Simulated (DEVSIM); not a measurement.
**abrupt Si p-n junction**

Structure: abrupt Si p-n junction, at 300 K.

```tsv
layer (left to right)	material	thickness (μm)	Nd (cm⁻³)	Na (cm⁻³)	τn (s)	τp (s)
1	Si	1.20	-	3.9e15	3.6e-5	3.6e-5
2	Si	130	4.8e17	-	3.6e-5	3.6e-5
```

Left contact: ohmic. Right contact: ohmic. Voltage is applied to the left contact. Recombination: SRH at mid-gap, radiative. Mobility is μmin + (μ − μmin)/(1 + (N/Nref)^α).

The device is made up for the run: typed textbook-type constants, with dimensions and the other settings drawn at random. Values at 300 K.

```tsv
parameter	Si
gap (eV)	1.124
affinity (eV)	4.05
permittivity	11.7
Nc (cm⁻³)	2.86e19
Nv (cm⁻³)	3.1e19
μn (cm²/Vs)	1417
μp (cm²/Vs)	470
μn,min	52
μp,min	45
Nref,n	9.7e16
Nref,p	2.2e17
αn	0.68
αp	0.72
B (cm³/s)	4.7e-15
```

Simulated with DEVSIM: 1D drift-diffusion, Boltzmann statistics, complete ionisation; no tunnelling, impact ionisation, image-force lowering or self-heating.

```
Quantity                                            Value
---------------------------------------------  ----------
Potential step across the device at zero bias     0.786 V
Largest field in the device at zero bias       45000 V/cm
Dark forward voltage at 1 A/cm²                   0.524 V
Dark forward voltage at 100 A/cm²                 0.695 V
```

Small-signal capacitance in reverse bias (quasi-static):

```csv
V (V),C (nF/cm²)
-0.4,17.0
-1,13.7
-2,10.9
-3,9.32
-4,8.68
-6,8.55
-8,8.53
-10,8.51
-13,8.49
-16,8.47
-20,8.44
```

Dark forward current:

(V (V), J (A/cm²)): (0.05, 1.3e-8); (0.10, 1.0e-7); (0.15, 6.8e-7); (0.20, 4.6e-6); (0.30, 0.00021); (0.35, 0.0014); (0.40, 0.0094); (0.45, 0.063); (0.50, 0.42); (0.55, 2.7); (0.60, 14); (0.70, 110); (0.75, 190); (0.80, 270); (0.85, 360); (0.90, 460); (0.95, 560); (1.05, 770); (1.10, 870); (1.15, 980); (1.20, 1100); (1.25, 1200); (1.30, 1300); (1.35, 1400); (1.45, 1600); (1.50, 1700); (1.55, 1900); (1.60, 2000)
